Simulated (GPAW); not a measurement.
## A short convergence ladder for Bi (R-3m, 2 atoms in the cell)

```
CELL_PARAMETERS angstrom
      4.14499    -2.26363     0.00000
      4.14499     2.26363     0.00000
      2.90880     0.00000     3.72073
ATOMIC_POSITIONS crystal
  Bi 0.23400 0.23400 0.23400
  Bi 0.76600 0.76600 0.76600
```

Base method: PBEsol, GPAW PAW datasets PBEsol (made by gpaw-setup) (plane waves; GPAW).

Base settings: mode = pw; ecut = 550 eV; xc = PBEsol; kpts = 4 4 4; mesh shift (steps) = 0 0 0; occupations.name = methfessel-paxton; occupations.width = 0.1 eV; occupations.order = 0; nbands = -6; symmetry.symmorphic = false.

**The force threshold of a relaxation**

On Bi (R-3m, 2 atoms in the cell): one atom moved by 0.15 angstrom.

In this ladder: convergence.density = 1e-05 e/electron; optimizer = BFGS.

The mesh stays at the base's, so the ladder's end is converged at best in this setting alone.

Only quantities that move along the ladder and can be compared are tabulated.

```tsv
fmax	free energy less the last step's (meV/atom)	largest force left (eV/Å)	relaxation steps
0.2 eV/Å	0.61	0.1012	3
0.05 eV/Å	0.01	0.0094	4
0.02 eV/Å	0.01	0.0094	4
0.005 eV/Å	0.00	0.0005	5
0.001 eV/Å	0.00	0.0005	5
```

Coarsest fmax that holds the free energy within 0.5 meV/atom of the last step, with all finer ones: 0.05 eV/Å; the step before is off by 0.61 meV/atom.

Coarsest fmax that holds the largest force left within 0.02 eV/Å of the last step, with all finer ones: 0.05 eV/Å; the step before is off by 0.10 eV/Å.

On the base run: the starting cell has typed, rounded lattice constants, without a prior relaxation at this level. Its lattice was rescaled by up to half a per cent. Without a gap this mesh is coarse (it stands for a supercell whose shortest vector is 18 Å).
